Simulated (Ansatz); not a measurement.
Method: PBE (plane waves to 420 eV, PAW; Ansatz, a quantum-chemistry and plane-wave program).

Host crystal: zinc-blende InP, with a band gap (PBE, scalar-relativistic without spin-orbit coupling).

Plane-averaged electrostatic potential energy along the normal, in eV from the Fermi level, for NH2 on the 1x1 (110) surface of zinc-blende InP (cut with top plane In + P), one in a 2x1 cell, started at the site 'hollow P':

(z (Å), V (eV)): (4.87, 4.19); (5.16, 4.19); (5.44, 4.19); (5.73, 4.19); (6.02, 4.19); (6.30, 4.19); (6.59, 4.18); (6.88, 4.17); (7.16, 4.14); (7.45, 4.08); (7.73, 3.94); (8.02, 3.63); (8.31, 2.95); (8.59, 1.45); (8.88, -1.25); (9.17, -4.17); (9.45, -6.10); (9.74, -5.99); (10.03, -4.49); (10.31, -3.25); (10.60, -2.53); (10.89, -3.33); (11.17, -6.01); (11.46, -8.12); (11.74, -8.09); (12.03, -5.72); (12.32, -2.09); (12.60, 0.01); (12.89, -0.57); (13.18, -3.56); (13.46, -6.81); (13.75, -8.09); (14.04, -6.94); (14.32, -3.80); (14.61, -0.82); (14.90, -0.18); (15.18, -2.19); (15.47, -5.69); (15.76, -8.03); (16.04, -8.02); (16.33, -5.73); (16.61, -2.50); (16.90, -1.01); (17.19, -2.20); (17.47, -4.63); (17.76, -6.87); (18.05, -7.66); (18.33, -6.13); (18.62, -2.92); (18.91, -0.42); (19.19, 0.26); (19.48, 0.18); (19.77, 1.27); (20.05, 2.73); (20.34, 3.28); (20.62, 3.48); (20.91, 3.56); (21.20, 3.59); (21.48, 3.61); (21.77, 3.61); (22.06, 3.62); (22.34, 3.62); (22.63, 3.62); (22.92, 3.62); (23.20, 3.62); (23.49, 3.62); (23.78, 3.62); (24.06, 3.62)

Model: 23-atom slab, 8.9 Å thick at the start under the adsorbate (thin: gaps and levels are the slab's own), 3x4x1 mesh, Fermi-Dirac 0.01 eV, dipole correction, 8 atoms held, the rest relaxed; held to the start's symmetry, so lower structures may exist; spin-polarised, ending with about 0.7 μB a cell, a value that depends on the mesh; orders that need a larger cell were not tried, no spin-orbit, no U, no dispersion correction. The slab shows no gap over 0.04 eV on its mesh. At the end it is bonded to P. In PBE it is, or lies within 0.03 eV of, the lowest of the starts that converged.

**Question.** The surface cell has an area of 50.24 Å². What dipole along the normal does the step between the two vacuum levels imply?

**Answer.** the top vacuum level lies 0.57 eV below the bottom one; p = −ε₀ A ΔV (ε₀ = 0.005526 e/(V·Å)) gives 0.16 e·Å a cell.
